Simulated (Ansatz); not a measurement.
Sb₂O₃ (Fd-3m, No. 227), treated with PBEsol in Ansatz (plane waves, PAW).

Settings: plane-wave cutoff 520 eV, 6×6×6 k mesh, scalar-relativistic PAW data made under PBE.

Computed at the level's own relaxed cell.

Elastic tensor (GPa, Voigt notation, ions relaxed):

```
   43.2    12.1    12.1     0.0     0.0     0.0
   12.1    43.2    12.1     0.0     0.0     0.0
   12.1    12.1    43.2     0.0     0.0     0.0
    0.0     0.0     0.0    16.4     0.0     0.0
    0.0     0.0     0.0     0.0    16.4     0.0
    0.0     0.0     0.0     0.0     0.0    16.4
```

Task: Work out the Voigt, Reuss and Hill averages of the bulk and shear moduli, Young's modulus and Poisson's ratio from the printed constants.

Result: K_V = [C11 + C22 + C33 + 2(C12 + C13 + C23)]/9 = [129.6 + 2 × 36.3]/9 = 22.5 GPa. G_V = [129.6 − 36.3 + 3 × 49.2]/15 = 16.1 GPa. From the compliances S = C⁻¹, K_R = 22.5 and G_R = 16.0 GPa. Hill means: K = 22.5, G = 16.1 GPa. E = 9KG/(3K + G) = 39 GPa, ν = (3K − 2G)/(6K + 2G) = 0.21, K/G = 1.40.

Note: the relaxation could not lower the start's symmetry, so the cell can be a saddle point above a distorted one.

Computed values are for the static lattice.

Ansatz is an electronic-structure program.
